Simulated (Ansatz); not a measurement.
## How the enthalpy of formation of W5Ge3 (I4/mcm, No. 140, 16 atoms in the cell; start mp-1189576) moves with the method

No measured value is used here.

```csv
level (code),value (eV/atom)
LDA (Ansatz),___
PBE (Ansatz),0.198
PBEsol (Ansatz),0.128
PBE-D3(BJ) (Ansatz),0.128
PBE-D4 (Ansatz),___
r²SCAN-D4 (Ansatz),0.207
r²SCAN+rVV10 (Ansatz),0.201
```

### Question
What belongs in the gaps?

### Answer

- LDA (Ansatz, an electronic-structure program), value (eV/atom): 0.120
- PBE-D4 (Ansatz), value (eV/atom): 0.154

Density-functional levels without +SOC have no spin–orbit coupling, which shifts binding energies of heavy elements. LDA, PBE, PBEsol, PBE-D3(BJ), PBE-D4, r²SCAN-D4, r²SCAN+rVV10: the relaxation could not lower the start's symmetry, so the cell can be a saddle point above a distorted one. Each level is taken at its own relaxed cell. Ansatz's density-functional and Hartree–Fock values are scalar-relativistic unless marked +SOC, with PAW data made under PBE.

A start named mp-… is a Materials Project structure, which need not be a measured phase.
